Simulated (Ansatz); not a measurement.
An Ansatz (an electronic-structure program) input (DFT with LDA, PAW potentials and a 420 eV plane-wave cutoff in Ansatz, spin-orbit coupling left out):

Ansatz 0.2 input:
```yaml
crystal:
  lattice:
    - [0.0260098166, 3.0243972795, 3.0243972795]
    - [3.0243972795, 0.0260098166, 3.0243972795]
    - [3.0504070961, 3.0504070961, 0]
  atoms:
    - { symbol: Ga, position: [0, 0, 0] }
    - { symbol: Sb, position: [0.25, 0.25, 0.25] }
basis: { ecutwfc: 420, ecutrho_ratio: 4, xc_grid: 2, fft_grid_basis: typed }
kpoints: { mp_grid: { grid: [13, 13, 13] } }
hamiltonian:
  xc: lda
  dispersion: none
  pseudopotentials: { kind: paw }
scf: { occupations: { method: fermi_dirac, width: 0.05 }, convergence: { dr2_threshold: 0.0000000002 } }
relax: { f_tol: 0.005, max_steps: 50 }
output: { forces: true, stress: true }
checkpoint: { write: state.ck, write_every: 1000 }
```

Which symmetry and how many k-points will the program report, and about how many plane waves at Γ?

Space group Imm2 (ITA 44) with 4 operations, k-points 343 of 2197, and 1067 plane waves at Γ.

The cells carry an imposed strain or load. No phonon test of stability was made. All final runs are without spin polarisation. The cell was made from GaSb in the zinc blende structure (space group F-43m, No. 216) by this change: tensor shear ε_xy = +0.86 %.
